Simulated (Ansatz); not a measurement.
Output of an Ansatz run (abridged):

```
WARN ansatz: RAYON_NUM_THREADS=1 ignored (pool sized by the plan → 1); use --threads N
Pseudopotentials: kind: paw
Pseudopotential: Si, paw, valence charge 4
Pseudopotential: Mo, paw, valence charge 14
Crystal: 3 atoms, lattice volume = 38.510 Å³
Basis set: ecut = 420 eV, 761 PW (Γ), exchange–correlation on 60×60×60 points (8 copies of the dense FFT grid, shifted against one another)
Bands: 15, of which v1, the nominal top of the filled ones, is band 11 counted from 1 (10 counted from 0)
Symmetry: 16 space group operations
Space group: I4/mmm (ITA 139), of the structure as read, at distance tolerance 3.4e-5 Å
k-points: 288 of 3375
Initial density: superposition of atomic densities (neutral atoms: chi_scale 0, normalization atom), corrected by the library's trained network
Initial wavefunctions: pseudopotential atomic-orbital guess
Eigensolver: davidson
Functional: x = pbe(κ = 0.804, μ = 0.2195149727645171), c = pbe(β = 0.06672455060314922)
SCF iter   1: F=—  HF=-6229.040762 eV  |F-HF|=—  |Δ(HF+E_count)|=         —  Δρ=4.78e-3  dr2=8.32e-3  ethr=1.77e-3  ⟨swp⟩=5.4  Hψ=25037  notcnv=0
all-band conjugate gradients solve this SCF's bands
preconditioner: auto → Kerker (q_TF=auto, 2.485 Å⁻¹)
SCF iter   2: F=—  HF=-6229.039487 eV  |F-HF|=—  |Δ(HF+E_count)|=   1.28e-3  Δρ=2.64e-3  dr2=2.66e-3  ethr=3.78e-5  ⟨swp⟩=1.1  Hψ=6647  notcnv=0
SCF iter   3: F=—  HF=-6229.038874 eV  |F-HF|=—  |Δ(HF+E_count)|=   6.13e-4  Δρ=3.96e-4  dr2=1.06e-4  ethr=1.21e-5  ⟨swp⟩=2.6  Hψ=7100  notcnv=0
SCF iter   4: F=—  HF=-6229.038851 eV  |F-HF|=—  |Δ(HF+E_count)|=   2.29e-5  Δρ=1.39e-4  dr2=5.47e-6  ethr=4.84e-7  ⟨swp⟩=2.4  Hψ=5924  notcnv=0
SCF iter   5: F=—  HF=-6229.038852 eV  |F-HF|=—  |Δ(HF+E_count)|=   1.22e-6  Δρ=2.42e-5  dr2=2.26e-7  ethr=2.49e-8  ⟨swp⟩=2.1  Hψ=6202  notcnv=0
SCF iter   6: F=-6229.038852 eV  HF=-6229.038852 eV  |F-HF|=2.25e-9  |Δ(HF+E_count)|=   1.25e-8  Δρ=4.21e-6  dr2=5.78e-9  ethr=4.55e-10  ⟨swp⟩=4.9  Hψ=17713  notcnv=0
SCF 1 converged in 6 iterations: F = -6229.038852 eV  dr2 = 5.78e-9
SCF converged after 6 iterations
Free energy (F): -6229.038852 eV
Harris-Foulkes:  -6229.038852 eV  (|F-HF|=2.25e-9)
Internal energy: -6229.036838 eV  (E = F + TS)
E sigma→0 (E₀):  -6229.037845 eV
Entropy (-TS):   -0.002014 eV (-0.671 meV/atom)
Fermi energy:    16.804070 eV
--- Per-component energies (eV) ---
  E_band       = -30.100905
  E_kinetic    = 535.719813
  E_local      = -1119.003482  (includes V_loc(G=0)·N_el)
  E_nonlocal   = 193.448883
  E_hartree    = 420.090107
  E_xc         = -300.138261
  E_vxc        = -331.033984  (∫ρ·V_xc dr)
  E_paw        = -4227.193870  (= ΣΔE_a)
  E_vpaw       = -149.410242  (= ΣTr[D̂ρ^β])
  E_aug_tail   = 0.000033  (compensation charges beyond the density's cutoff)
  E_ewald      = -1731.960062
  E_smearing   = -0.002014  (= −TS)
  E_closure    = 0.000000  (closes the sum)
  Σ components = -6229.038852   (vs F -6229.038852, Δ=0.00e0)
--- Forces (eV/Å), atoms counted from 1 ---
  atom   1  Si    -0.00000000     0.00000000     0.12201192
  atom   2  Si     0.00000000    -0.00000000    -0.12201192
  atom   3  Mo    -0.00000000    -0.00000000     0.00000000
  max |Σ_I F_I| component: 2.78e-17 eV/Å
--- Stress (GPa, compression-positive) ---
       12.513706       0.000000       0.000000
        0.000000      12.513706       0.000000
        0.000000       0.000000      14.622494
  P = ⅓ Tr σ = 13.2166 GPa (132.166 kbar)
  The stress holds the Pulay correction. Without it, at fixed plane waves, as pw.x and ABINIT print it: P = 13.1747 GPa
--- Band table (eV; the first three rows and the last of 288) ---
  k-point 0: bands = ["-43.8549", "-18.0370", "-17.9368", "-17.9368", "3.0460", "10.1459", "13.4838", "13.5494", "14.0589", "14.0589", "17.1843", "19.8455", "20.2316", "20.4452", "20.4452"]
  k-point 1: bands = ["-43.8529", "-18.0344", "-17.9498", "-17.9477", "3.1894", "10.2745", "12.8942", "13.5943", "13.6878", "14.6957", "16.6350", "19.7896", "20.1774", "20.3053", "20.5205"]
  k-point 2: bands = ["-43.8475", "-18.0271", "-17.9855", "-17.9787", "3.6095", "10.6200", "12.2381", "12.8620", "13.7345", "15.3508", "15.4425", "19.3203", "20.2895", "20.6115", "20.6837"]
  k-point 287: bands = ["-43.8531", "-18.0659", "-17.9520", "-17.9375", "5.0834", "6.5333", "12.9567", "14.3353", "16.0800", "16.0965", "16.2152", "16.3691", "17.5495", "21.8912", "22.6239"]
```

The structure:

```xyz
3
Lattice="-1.5790 1.5790 3.8614 1.5790 -1.5790 3.8614 1.5790 1.5790 -3.8614" Properties=species:S:1:pos:R:3 pbc="T T T"
Si     0.0000     0.0000     5.1357
Si     0.0000     0.0000     2.5871
Mo     0.0000     0.0000     0.0000
```

**Question.** Write an input that gives this output.

**Answer.** Other spellings and defaults could give the same log, and not every line can be read from it. The input that was run (DFT, PBE, plane waves, default PAW files):

Ansatz 0.2 input:
```yaml
crystal:
  lattice:
    - [-1.578999, 1.578999, 3.861415]
    - [1.578999, -1.578999, 3.861415]
    - [1.578999, 1.578999, -3.861415]
  atoms:
    - { symbol: Si, position_ang: [-0.000000, 0.000000, 5.135682] }
    - { symbol: Si, position_ang: [-0.000000, 0.000000, 2.587148] }
    - { symbol: Mo, position_ang: [0.000000, 0.000000, 0.000000] }
basis:
  ecutwfc: 420.0
kpoints:
  mp_grid: { grid: [15, 15, 15] }
hamiltonian:
  xc: pbe
  pseudopotentials: { kind: paw }
scf:
  occupations: { method: fermi_dirac, width: 0.05 }
output:
  forces: true
  eigenvalues: true
  stress: true
```

The starting cell has typed, rounded lattice constants, without a prior relaxation at this level. Its lattice was rescaled by a random factor within 2.5 % of one. Spin polarisation is off. With a pressure of about 13 GPa the cell is away from its equilibrium volume at this level. Ansatz's pressure includes its estimate of the finite-basis (Pulay) stress.

Ansatz is a program for electronic structure.
